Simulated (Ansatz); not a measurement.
**Ti: Y on a Ti site**

Start from an 8-atom supercell of Ti in the hcp (Mg type) structure (space group P6_3/mmc, No. 194; a = 2.939 Å, c = 4.650 Å) at its relaxed geometry.

It is then changed as follows: a neutral Y on a Ti site, atoms relaxed at fixed cell, starting from a slightly rattled geometry.

All numbers come from PBE (Ansatz, a first-principles code), no SOC, earlier PAW set. Γ-centred 10×10×10 mesh, Fermi–Dirac width 0.05 eV.

```json
[
 {"quantity": "pressure", "base": "0.0 GPa", "changed": "9.0 GPa", "shift": "+9.0 GPa"},
 {"quantity": "largest displacement of a host atom from its site in the perfect cell", "base": "–", "changed": "0.10 Å", "shift": "–"},
 {"quantity": "mean distance from the defect site to its nearest host atoms", "base": "2.88 Å", "changed": "2.94 Å", "shift": "+0.06 Å"}
]
```

Cost of the whole job for the changed cell (relaxation, final SCF and bands): very roughly 19 core-minutes.

In so small a cell the defect repeats every few ångströms: this is an ordered compound, not a dilute defect. The final runs are not spin-polarised. The defect cell is not spin-polarised.
